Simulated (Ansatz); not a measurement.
An Ansatz (a quantum-chemistry and plane-wave program) input for rock-salt NbN (1 1 1) on wurtzite GaN (0 0 1) (film strained to the substrate, started from cuts of the bulks and a machine-learned relaxation; slabs Ga6N6 and N4Nb4, which can lie off the formulas):

Ansatz 0.2 input:
```yaml
crystal:
  lattice:
    - [3.218476, 0.0, -0.019396361]
    - [1.6092385, 2.7872828, -0.022025259]
    - [-0.966693676, -0.583308274, 26.24639685]
  atoms:
    - { symbol: Ga, position: [0.557642476, 0.687933899, 0.062663204] }
    - { symbol: Ga, position: [0.267880793, 0.379988195, 0.162551671] }
    - { symbol: N, position: [0.593599471, 0.706574213, 0.137416841] }
    - { symbol: N, position: [0.215419576, 0.345876047, 0.03899994] }
    - { symbol: Ga, position: [0.634420191, 0.738254126, 0.261940094] }
    - { symbol: Ga, position: [0.323026362, 0.428443521, 0.361085453] }
    - { symbol: N, position: [0.651124041, 0.755952453, 0.336599995] }
    - { symbol: N, position: [0.294725811, 0.398882218, 0.236761933] }
    - { symbol: Ga, position: [0.666587084, 0.788668957, 0.460225329] }
    - { symbol: Ga, position: [0.344713027, 0.477781721, 0.559725402] }
    - { symbol: N, position: [0.673962504, 0.805224352, 0.535232424] }
    - { symbol: N, position: [0.329308927, 0.449195214, 0.43612419] }
    - { symbol: N, position: [0.352047554, 0.494550014, 0.633697518] }
    - { symbol: N, position: [0.694036142, 0.85291041, 0.72324526] }
    - { symbol: N, position: [1.044539393, 0.221166244, 0.817803875] }
    - { symbol: N, position: [0.421117937, 0.583594657, 0.913369801] }
    - { symbol: Nb, position: [1.053053896, 0.157983571, 0.67660245] }
    - { symbol: Nb, position: [0.339844221, 0.539339501, 0.770075199] }
    - { symbol: Nb, position: [0.747391077, 0.900938167, 0.864586576] }
    - { symbol: Nb, position: [1.10316329, 0.261013146, 0.953063947] }
basis:
  ecutwfc: 420
  ecutrho_ratio: 4
  xc_grid: 2
kpoints:
  mp_grid: { grid: [11, 11, 1] }
hamiltonian:
  xc: pbe
  dispersion: none
  pseudopotentials: { kind: paw }
scf:
  n_extra_bands: 28
  occupations: { method: fermi_dirac, width: 0.05 }
output:
  forces: true
  stress: true
  eigenstates:
    kpoints:
      - [0, 0, 0]
      - [0.5, 0, 0]
      - [0, 0.5, 0]
      - [0.5, 0.5, 0]
    e_range: [-3.5, 3.5]
    localisation: true
relax:
  f_tol: 0.04
  max_steps: 70
  cell: { fix: [a, b, gamma], stress_tol: 0.3 }
```

Method: PBE (plane waves to 420 eV, PAW; Ansatz). Scalar-relativistic, without spin–orbit coupling; the runs are not spin-polarised. Its k-point mesh 11×11×1, Fermi–Dirac width 0.05 eV.

Question: Write the closing report of this run, without the band table and long remarks, to eight decimals at most.

Answer: 
```
SCF converged after 8 iterations
Free energy (F): -44759.515657 eV
Harris-Foulkes:  -44759.515657 eV  (|F-HF|=5.73e-9)
Internal energy: -44759.497376 eV  (E = F + TS)
E sigma→0 (E₀):  -44759.506516 eV
Entropy (-TS):   -0.018281 eV (-0.914 meV/atom)
Fermi energy:    13.545776 eV
--- Per-component energies (eV) ---
  E_band       = -275.155648
  E_kinetic    = 3576.436254
  E_local      = -15458.807611  (includes V_loc(G=0)·N_el)
  E_nonlocal   = 3500.602344
  E_hartree    = 6597.970204
  E_xc         = -1714.562762
  E_vxc        = -1961.567080  (∫ρ·V_xc dr)
  E_paw        = -25522.075464  (= ΣΔE_a)
  E_vpaw       = -3127.760177  (= ΣTr[D̂ρ^β])
  E_aug_tail   = 0.000779  (compensation charges beyond the density's cutoff)
  E_ewald      = -15739.061121
  E_smearing   = -0.018281  (= −TS)
  E_closure    = 0.000000  (closes the sum)
  Σ components = -44759.515657   (vs F -44759.515657, Δ=0.00e0)
--- Forces (eV/Å), atoms counted from 1 ---
  atom   1  Ga    -0.00052863    -0.00072332     0.00058179
  atom   2  Ga    -0.00050845    -0.00005457    -0.00014090
  atom   3  N      0.00059634     0.00016293    -0.00003809
  atom   4  N      0.00031639     0.00044817    -0.00051619
  atom   5  Ga    -0.00039755    -0.00020199    -0.00117983
  atom   6  Ga    -0.00049021    -0.00017553    -0.00190431
  atom   7  N      0.00050027     0.00014859     0.00180687
  atom   8  N      0.00041014     0.00010196     0.00098086
  atom   9  Ga    -0.00016134    -0.00020435    -0.00200248
  atom  10  Ga     0.00012991    -0.00031478    -0.00157941
  atom  11  N      0.00022562     0.00014670     0.00047289
  atom  12  N      0.00027744     0.00016101     0.00220808
  atom  13  N     -0.00056639    -0.00001273    -0.00234480
  atom  14  N     -0.00080334     0.00096096    -0.00127197
  atom  15  N     -0.00050658     0.00068184    -0.00015243
  atom  16  N     -0.00201027     0.00157541    -0.00020107
  atom  17  Nb     0.00000161     0.00030780     0.00588044
  atom  18  Nb     0.00148755    -0.00166035    -0.00244601
  atom  19  Nb     0.00105640    -0.00041188     0.00123039
  atom  20  Nb     0.00097038    -0.00093529     0.00063134
  max |Σ_I F_I| component: 1.52e-5 eV/Å
--- Stress (GPa, compression-positive) ---
       -3.439753      -0.000351       0.007432
       -0.000351      -3.440481       0.009307
        0.007432       0.009307       0.015562
  P = ⅓ Tr σ = -2.2882 GPa (-22.882 kbar)
--- Relaxed structure (6 steps of the walk, 6 accepted, 1 SCFs on fresh bases) ---
  F+E_penalty+E_count = -44759.51565662 eV   max|allowed force component| = 5.880e-3 eV/Å   (the final SCF, on the basis selected at the relaxed cell)
  cell:  # Å, volume = 235.5132 Å³
    - [3.21817167, -0.00018971, -0.04832212]
    - [1.60896109, 2.78710987, -0.04839272]
    - [-1.20224873, -0.69519632, 26.28062296]
  atoms:
    - { symbol: Ga, position: [0.52003642, 0.65342063, 0.06122501] }
    - { symbol: Ga, position: [0.22012796, 0.35351129, 0.16141338] }
    - { symbol: N, position: [0.54525384, 0.67863204, 0.13668974] }
    - { symbol: N, position: [0.17833891, 0.31168103, 0.03599321] }
    - { symbol: Ga, position: [0.58672426, 0.72015622, 0.26130039] }
    - { symbol: Ga, position: [0.28669738, 0.42013723, 0.36118624] }
    - { symbol: N, position: [0.61180273, 0.74523596, 0.33641139] }
    - { symbol: N, position: [0.24517666, 0.37859245, 0.23653940] }
    - { symbol: Ga, position: [0.65332187, 0.78677198, 0.46108116] }
    - { symbol: Ga, position: [0.35321300, 0.48665331, 0.56075428] }
    - { symbol: N, position: [0.67840736, 0.81182757, 0.53619200] }
    - { symbol: N, position: [0.31177089, 0.44520229, 0.43629060] }
    - { symbol: N, position: [0.37838347, 0.51153681, 0.63526878] }
    - { symbol: N, position: [0.74093606, 0.87416373, 0.72347385] }
    - { symbol: N, position: [1.10607841, 0.23922241, 0.81900739] }
    - { symbol: N, position: [0.47136066, 0.60447168, 0.91508375] }
    - { symbol: Nb, position: [1.05889346, 0.19203344, 0.67693786] }
    - { symbol: Nb, position: [0.42155109, 0.55500095, 0.76591491] }
    - { symbol: Nb, position: [0.78856667, 0.92176602, 0.86672060] }
    - { symbol: Nb, position: [1.15096265, 0.28425358, 0.95428717] }
```

Cost: roughly 21 core-minutes.
